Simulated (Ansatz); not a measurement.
**Al2Os (space group I4/mmm, No. 139; a cell from a computed database, its experimental status unchecked)**

Space group I4/mmm (No. 139); a = b = 3.1558 Å, c = 8.2963 Å, α = β = γ = 90.00°

| atom | site | symmetry | x | y | z |
|---|---|---|---|---|---|
| Al | 4e | 4mm | 0.0000 | 0.0000 | 0.3385 |
| Os | 2a | 4/mmm | 0.0000 | 0.0000 | 0.0000 |
(The calculation used a cell of 3 atoms; values per cell refer to that cell.)

Calculations: Kohn–Sham DFT with the PBEsol functional, run in Ansatz (a quantum-chemistry and plane-wave program) with PAW and 420 eV plane waves, without spin-orbit coupling. k-mesh 21×21×21 (Γ-centred); smearing 0.05 eV (Fermi–Dirac).

| Item | Result |
|---|---|
| Volume per atom | 13.77 Å³ |
| Density | 9.82 g/cm³ |
| Band gap | 0.28 eV, indirect, Γ–X (42 % along) → G–M (25 % along) |
| Total energy | -4100.582 eV/atom (σ→0; compares only within this code and set-up) |

Spin-orbit coupling, missing from the scalar runs, can matter with Os. Stability against distortions was not tested.
